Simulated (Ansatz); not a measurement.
The reference is BN in the zinc blende structure (space group F-43m, No. 216; a = 3.5805 Å). Axes: x, y, z lie along the cube axes.

Computed with LDA in Ansatz (plane waves to 420 eV, PAW, no spin-orbit coupling).

For the base:

* **Valley order**: X along ⟨100⟩ 4.39 eV
* **Smallest direct gap**: 8.83 eV

Perturbation: the cell is stretched by 2.50 % along z with no lateral relaxation, atoms relaxed at fixed cell.

**Question.** Predict the new valley order.

**Answer.** The valley order (the lowest conduction-band minima on the path, energy above the VBM, named in the base's zone) goes from X along ⟨100⟩ 4.39 eV to X along [010] 4.14 eV; X along [001] 4.57 eV.

**Question.** How does this affect the smallest direct gap?

**Answer.** The smallest direct gap falls by 0.25 eV, from 8.83 eV to 8.58 eV.

The cells carry an imposed strain or load. No phonon test of stability was made.

Ansatz is a program for electronic structure.
